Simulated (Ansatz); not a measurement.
The starting structures come from a database of crystals and need not be the phases stable at ambient conditions.

By PBEsol, the system below comes out a metal.

Here is the system:

```
CELL_PARAMETERS angstrom
      3.86509     0.00000     0.00000
      0.00000     3.86509     0.00000
      1.93254    -1.93254     1.93254
ATOMIC_POSITIONS crystal
  Sn 0.00000 0.00000 0.00000
```

Space group of this cell: Im-3m, bcc (W type). The cell is strained (all lengths scaled by 1.02); by PBEsol its mean pressure is -4.4 GPa.

The current flows along the normal of the first two printed cell vectors, the (001) plane of the conventional cell. No spin-orbit coupling; the value is a mean over 0.1 eV about the Fermi level.

Problem. Predict the ballistic conductance per area from PBEsol in Ansatz (a program for electronic structure).

Solution. 1.2 × 10¹⁵ S/m² for both spins.
